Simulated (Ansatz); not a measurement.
Worked example: self-consistent single point of Lu3GaC (P4mm, 5 atoms in the cell) in Ansatz (a program for electronic structure).

Method of the run: LDA (PW92), default PAW files made with PBE (plane waves; Ansatz).

```xyz
5
Lattice="4.6998 0.0000 0.0000 0.0000 4.6998 0.0000 0.0000 0.0000 4.6998" Properties=species:S:1:pos:R:3 pbc="T T T"
Lu     2.3999     0.0000     0.0000
Lu     0.0000     2.3499     0.0000
Lu     0.0000     0.0000     2.3499
Ga     2.3499     2.3499     2.3499
C      0.0000     0.0000     0.0000
```

Reference input (self-consistent single point, DFT, LDA (PW92), plane waves, default PAW files made with PBE): basis.ecutwfc = 420 eV; kpoints.mp_grid.grid = 7 7 7; hamiltonian.xc = lda; hamiltonian.pseudopotentials = {kind: paw} (the program's default PAW files); scf.occupations.method = fermi_dirac; scf.occupations.width = 0.1 eV. This run's input differs from it in these lines:

Ansatz 0.2 input:
```diff
@@ -14,3 +14,3 @@
 kpoints:
-  mp_grid: { grid: [7, 7, 7] }
+  mp_grid: { grid: [12, 12, 12] }
 hamiltonian:
@@ -19,3 +19,3 @@
 scf:
-  occupations: { method: fermi_dirac, width: 0.1 eV }
+  occupations: { method: gaussian, width: 0.3 eV }
 output:
```

Output, abridged:

```
SCF iter   1: F=—  HF=-47431.573939 eV  |F-HF|=—  |Δ(HF+E_count)|=         —  Δρ=6.47e-3  dr2=6.09e-2  ethr=1.77e-3  ⟨swp⟩=5.6  Hψ=44481  notcnv=0
all-band conjugate gradients solve this SCF's bands
preconditioner: auto → Kerker (q_TF=auto, 2.674 Å⁻¹)
SCF iter   2: F=—  HF=-47431.553618 eV  |F-HF|=—  |Δ(HF+E_count)|=   2.03e-2  Δρ=2.87e-3  dr2=1.09e-2  ethr=6.62e-5  ⟨swp⟩=2.2  Hψ=22690  notcnv=0  defer=25
   [... lines left out ...]
SCF iter   8: F=—  HF=-47431.551287 eV  |F-HF|=—  |Δ(HF+E_count)|=   3.13e-7  Δρ=2.87e-5  dr2=6.91e-7  ethr=1.50e-9  ⟨swp⟩=3.0  Hψ=27356  notcnv=0  defer=25
SCF iter   9: F=—  HF=-47431.551286 eV  |F-HF|=—  |Δ(HF+E_count)|=   6.09e-7  Δρ=1.25e-5  dr2=1.97e-7  ethr=7.51e-10  ⟨swp⟩=3.0  Hψ=23740  notcnv=0  defer=26
SCF iter  10: F=—  HF=-47431.551286 eV  |F-HF|=—  |Δ(HF+E_count)|=   3.90e-8  Δρ=1.05e-5  dr2=1.07e-7  ethr=1.09e-10  ⟨swp⟩=14.1  Hψ=76249  notcnv=0
SCF iter  11: F=-47431.551286 eV  HF=-47431.551286 eV  |F-HF|=1.28e-8  |Δ(HF+E_count)|=   9.06e-8  Δρ=3.52e-6  dr2=1.57e-8  ethr=1.09e-10  ⟨swp⟩=6.8  Hψ=56357  notcnv=0
SCF 1 converged in 11 iterations: F = -47431.551286 eV  dr2 = 1.57e-8
Free energy (F): -47431.551286 eV
Internal energy: -47431.499812 eV  (E = F + TS)
E sigma→0 (E₀):  -47431.525549 eV
Entropy (-TS):   -0.051474 eV (-10.295 meV/atom)
Fermi energy:    13.237965 eV
--- Forces (eV/Å), atoms counted from 1 ---
  atom   1  Lu    -0.55049050     0.00000000     0.00000000
  atom   2  Lu     0.17013926     0.00000000     0.00000000
  atom   3  Lu     0.17013926    -0.00000000     0.00000000
  atom   4  Ga     0.04009037     0.00000000     0.00000000
  atom   5  C      0.17012281    -0.00000000     0.00000000
--- Stress (GPa, compression-positive) ---
       -5.678193      -0.000000       0.000000
       -0.000000      -5.838238       0.000000
        0.000000       0.000000      -5.838238
  P = ⅓ Tr σ = -5.7849 GPa (-57.849 kbar)
  The stress holds the Pulay correction. Without it, at fixed plane waves, as pw.x and ABINIT print it: P = -5.8861 GPa
```

The run converged in 11 iterations. Against the reference run the free energy falls by 1.3 meV/atom, the pressure stays at -5.78 GPa and the largest force hardly changes (0.549 to 0.550 eV/Å).

The starting cell comes from a database of computed structures (which also holds hypothetical and non-ambient phases and stackings), without a prior relaxation at this level. Its lattice was rescaled by up to half a per cent. One atom was moved a little off its site on purpose. With a pressure of about -6 GPa the cell is away from its equilibrium volume at this level. Ansatz's pressure includes its estimate of the finite-basis (Pulay) stress.

Cost on one core of a shared machine: roughly 3 min.
